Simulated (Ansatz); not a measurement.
Gap of wurtzite InP, (0001) cell, strained to InAs (InP held in this type, which need not be the stable form; held in plane at the lattice of InAs), on one geometry relaxed at PBE.

Methods: r2SCAN (plane waves to 500 eV, PAW; Ansatz, a quantum-chemistry and plane-wave program); HSE06 (plane waves to 420 eV, PAW; Ansatz). Geometries and values that name no level are of the first. Scalar-relativistic, without spin–orbit coupling. Its k-point mesh 9×9×5, Fermi–Dirac width 0.01 eV. HSE06 ran on meshes of its own (6×6×3); its edges and gaps are taken over the mesh and over extra points off it, mostly where PBE has its edges.

```csv
level,gap (eV)
r2SCAN,…
HSE06,0.85
```

Complete the blanks.


- r2SCAN, gap (eV): 0.55
